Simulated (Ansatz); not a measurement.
# Alloy series in AlP

Start from AlP in the zinc blende structure (space group F-43m, No. 216; a = 5.5078 Å).

The other end (x = 1) is BP in the zinc blende structure (space group F-43m, No. 216): 11.76 Å³/atom, gap 1.25 eV.

B replaces a fraction x of Al; each row is one arrangement (x, atoms in the cell, starting space group or random), fully relaxed.

Calculations: PBE/PAW in Ansatz (a program for electronic structure), scalar-relativistic without spin-orbit coupling.

Before the change:

* **Band gap**: 1.63 eV

The aim is a band gap between 0.59 eV and 0.64 eV. Which of these changes reaches it?
(A) x(B) = 0.5, 4 atoms, R3m
(B) x(B) = 0.75, 8 atoms, P-43m
(C) x(B) = 0.5, 8 atoms, Pmn2_1
(D) x(B) = 0.25, 8 atoms, Amm2

A, x(B) = 0.5, 4 atoms, R3m. It gives 0.62 eV; x(B) = 0.5, 8 atoms, Pmn2_1 gives 0.49 eV; x(B) = 0.25, 8 atoms, Amm2 gives 0.99 eV; x(B) = 0.75, 8 atoms, P-43m gives 0.96 eV. Changes not listed may reach it too

These are small ordered cells, not random alloys; other orderings at the same x differ. No phonon test of stability was made.
